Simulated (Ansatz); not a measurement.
# Effect of electrons 3.0×10^21 cm⁻³ on InP

The reference is InP in the zinc blende structure (space group F-43m, No. 216; a = 5.9598 Å).

Now apply this change: 0.159 electrons added to each cell, a density of 3.0×10^21 cm⁻³, with a uniform compensating background at fixed cell and a 300 K Fermi–Dirac width.

Method: Kohn–Sham DFT with the PBE functional, run in Ansatz (a first-principles code) with PAW and 420 eV plane waves, without spin-orbit coupling, earlier PAW set. k-mesh 22×22×22 (Γ-centred); smearing 0.0259 eV (Fermi–Dirac).

The gap between the host's bands decreases by 0.03 eV (0.44 eV → 0.41 eV) and the gap character is still direct at Γ. The valley order (the lowest conduction-band minima on the path, energy above the VBM, named in the base's zone) changes from Γ 0.44 eV; L along ⟨111⟩ 1.38 eV; X along ⟨100⟩ 1.85 eV to Γ 0.41 eV; L along ⟨111⟩ 1.33 eV; X along ⟨100⟩ 1.75 eV and the Fermi level relative to the doped band's edge (positive inside the band; to 0.05 eV) comes out as +1.45 eV.

Charged cell with a jellium background: band edges are those of the host's band count, energies are not comparable with the neutral cell, and many-body gap narrowing is missing. No phonon test of stability was made.
